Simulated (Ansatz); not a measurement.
Input and output of a self-consistent single point for MoS2 (P-6m2, 3 atoms in the cell) (Ansatz, a quantum-chemistry and plane-wave program)

Method: LDA (PW92), default PAW files made with PBE (plane waves; Ansatz).

Input:

Ansatz 0.2 input:
```yaml
# MoS2
crystal:
  lattice:
    - [3.168209, 0.000000, 0.000000]
    - [-1.584105, 2.743749, 0.000000]
    - [0.000000, 0.000000, 17.247927]
  atoms:
    - { symbol: Mo, position: [0.000000, 0.000000, 0.000000] }
    - { symbol: S, position: [0.333333, 0.666667, 0.089490] }
    - { symbol: S, position: [0.333333, 0.666667, 0.910510] }
basis:
  ecutwfc: 420.0
kpoints:
  mp_grid:
    grid: [9, 9, 2]
hamiltonian:
  xc: lda
  pseudopotentials:
    kind: paw
scf:
  occupations:
    method: fermi_dirac
    width: 0.02
output:
  forces: true
  eigenvalues: true
  stress: true
```

The program printed (abridged):

```
WARN the atoms were moved onto the symmetric positions of the space group found under crystal.symmetry.tolerance 1.0e-5 (fractional …
WARN ansatz: RAYON_NUM_THREADS=1 ignored (pool sized by the plan → 1); use --threads N
Pseudopotentials: kind: paw
Pseudopotential: Mo, paw, valence charge 14
Pseudopotential: S, paw, valence charge 6
Crystal: 3 atoms, lattice volume = 149.932 Å³
Basis set: ecut = 420 eV, 2877 PW (Γ)
Bands: 17, of which v1, the nominal top of the filled ones, is band 13 counted from 1 (12 counted from 0)
Symmetry: 12 space group operations
Space group: P-6m2 (ITA 187), of the structure as read, at distance tolerance 5.3e-5 Å
k-points: 24 of 162 (time reversal used)
PAW frozen core: Mo, regenerated for the run's functional, and the local potential with it
PAW frozen core: S, regenerated for the run's functional, and the local potential with it
Initial density: superposition of atomic densities (neutral atoms: chi_scale 0, normalization atom), corrected by the library's trained network
Initial wavefunctions: pseudopotential atomic-orbital guess
Eigensolver: davidson
Functional: x = slater, c = lda
SCF iter   1: F=—  HF=-6584.755518 eV  |F-HF|=—  |Δ(HF+E_count)|=         —  Δρ=4.97e-3  dr2=3.92e-2  ethr=1.77e-3  ⟨swp⟩=10.0  Hψ=2986  notcnv=0
all-band conjugate gradients solve this SCF's bands
preconditioner: auto → none
SCF iter   2: F=—  HF=-6584.776209 eV  |F-HF|=—  |Δ(HF+E_count)|=   2.07e-2  Δρ=6.10e-3  dr2=1.63e-1  ethr=1.51e-4  ⟨swp⟩=3.6  Hψ=1094  notcnv=0
SCF iter   3: F=—  HF=-6584.754035 eV  |F-HF|=—  |Δ(HF+E_count)|=   2.22e-2  Δρ=1.99e-3  dr2=5.26e-3  ethr=1.51e-4  ⟨swp⟩=3.0  Hψ=756  notcnv=0
SCF iter   4: F=—  HF=-6584.754308 eV  |F-HF|=—  |Δ(HF+E_count)|=   2.74e-4  Δρ=2.35e-4  dr2=4.73e-5  ethr=2.02e-5  ⟨swp⟩=2.2  Hψ=635  notcnv=0
SCF iter   5: F=—  HF=-6584.754266 eV  |F-HF|=—  |Δ(HF+E_count)|=   4.23e-5  Δρ=3.24e-5  dr2=1.38e-6  ethr=1.82e-7  ⟨swp⟩=2.2  Hψ=662  notcnv=0
SCF iter   6: F=—  HF=-6584.754267 eV  |F-HF|=—  |Δ(HF+E_count)|=   7.33e-7  Δρ=1.19e-5  dr2=1.32e-7  ethr=5.30e-9  ⟨swp⟩=2.2  Hψ=699  notcnv=0
SCF iter   7: F=-6584.754267 eV  HF=-6584.754267 eV  |F-HF|=3.76e-9  |Δ(HF+E_count)|=   1.87e-8  Δρ=2.66e-6  dr2=7.97e-9  ethr=3.85e-10  ⟨swp⟩=6.9  Hψ=2050  notcnv=0
SCF 1 converged in 7 iterations: F = -6584.754267 eV  dr2 = 7.97e-9
SCF converged after 7 iterations
Free energy (F): -6584.754267 eV
Harris-Foulkes:  -6584.754267 eV  (|F-HF|=3.76e-9)
Internal energy: -6584.754267 eV  (E = F + TS)
E sigma→0 (E₀):  -6584.754267 eV
Fermi energy:    0.429132 eV
--- Per-component energies (eV) ---
  E_band       = -431.643677
  E_kinetic    = 657.402308
  E_local      = -13118.120464  (includes V_loc(G=0)·N_el)
  E_nonlocal   = 206.205144
  E_hartree    = 6193.032060
  E_xc         = -375.737397
  E_vxc        = -405.168773  (∫ρ·V_xc dr)
  E_paw        = -4226.747696  (= ΣΔE_a)
  E_vpaw       = -158.026603  (= ΣTr[D̂ρ^β])
  E_aug_tail   = 0.000025  (compensation charges beyond the density's cutoff)
  E_ewald      = 4078.432540
  E_core_change = 0.779211  (= ΣΔE_core)
  E_smearing   = -0.000000  (= −TS)
  E_closure    = -0.000000  (closes the sum)
  Σ components = -6584.754267   (vs F -6584.754267, Δ=0.00e0)
--- Forces (eV/Å), atoms counted from 1 ---
  atom   1  Mo     0.00000000     0.00000000    -0.00000000
  atom   2  S     -0.00000000     0.00000000    -0.14522494
  atom   3  S      0.00000000     0.00000000     0.14522494
  max |Σ_I F_I| component: 5.55e-17 eV/Å
--- Stress (GPa, compression-positive) ---
       -1.688231      -0.000000      -0.000000
       -0.000000      -1.688231      -0.000000
       -0.000000      -0.000000      -0.478117
  P = ⅓ Tr σ = -1.2849 GPa (-12.849 kbar)
  The stress holds the Pulay correction. Without it, at fixed plane waves, as pw.x and ABINIT print it: P = -1.2895 GPa
--- Band table (eV; the first three rows and the last of 24) ---
  k-point 0: bands = ["-61.0911", "-35.3133", "-35.0803", "-35.0803", "-14.5399", "-13.1398", "-6.1044", "-3.1147", "-3.1147", "-2.1519", "-1.9630", "-1.9630", "-0.3737", "2.4072", "2.4072", "2.7192", "2.7192"]
  k-point 1: bands = ["-61.0911", "-35.3133", "-35.0803", "-35.0803", "-14.5399", "-13.1398", "-6.1044", "-3.1147", "-3.1147", "-2.1519", "-1.9630", "-1.9630", "-0.3737", "2.4072", "2.4072", "2.7192", "2.7192"]
  k-point 2: bands = ["-61.0864", "-35.3038", "-35.1283", "-35.0912", "-14.3532", "-13.0672", "-5.9003", "-3.4984", "-2.9232", "-2.9188", "-2.2441", "-1.4707", "-0.4770", "2.2029", "2.2521", "2.5112", "2.7239"]
  k-point 23: bands = ["-61.0453", "-35.3821", "-35.3342", "-35.2218", "-12.3256", "-12.2465", "-5.9340", "-5.0631", "-4.5491", "-3.9464", "-3.2824", "-2.4848", "-0.4461", "1.2441", "2.6932", "3.2413", "4.5753"]
```

The run converged in 7 iterations.

The starting cell comes from a database of computed structures (which also holds hypothetical and non-ambient phases and stackings), without a prior relaxation at this level. Its lattice was rescaled by up to half a per cent. Ansatz's pressure includes its estimate of the finite-basis (Pulay) stress.
